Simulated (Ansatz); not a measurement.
Carrier doping in SrTiO3

Consider SrTiO3 in the cubic perovskite structure (space group Pm-3m, No. 221; a = 3.907 Å).

Carriers are added at fixed cell with a uniform background; the Fermi–Dirac width is that of 300 K.

All numbers come from r2SCAN, PAW, 500 eV (Ansatz, a quantum-chemistry and plane-wave program; no spin-orbit coupling).

Notes on the quantities. Fermi level from band edge: Fermi level relative to the doped band's edge (positive inside the band; to 0.05 eV).

| case | Fermi level from band edge | gap between the host's bands |
|---|---|---|
| undoped | – | 2.26 eV |
| electrons 2.0×10^21 cm⁻³ | +0.20 eV | 2.43 eV |
| electrons 3.0×10^21 cm⁻³ | +0.25 eV | 2.51 eV |
| electrons 5.0×10^21 cm⁻³ | +0.40 eV | 2.68 eV |
| electrons 7.0×10^21 cm⁻³ | +0.55 eV | 2.85 eV |
| holes 2.0×10^21 cm⁻³ | +0.10 eV | 2.32 eV |
| holes 3.0×10^21 cm⁻³ | +0.10 eV | 2.34 eV |
| holes 5.0×10^21 cm⁻³ | +0.15 eV | 2.40 eV |
| holes 7.0×10^21 cm⁻³ | +0.25 eV | 2.45 eV |

Carriers are added with a uniform compensating background; total energy and stress of such cells depend on the potential's zero and are not compared; many-body gap narrowing is missing at this level. No phonon test of stability was made. All final runs are without spin polarisation. Many cubic perovskites are stable only at high temperature; tilts and polar distortions were not tested.
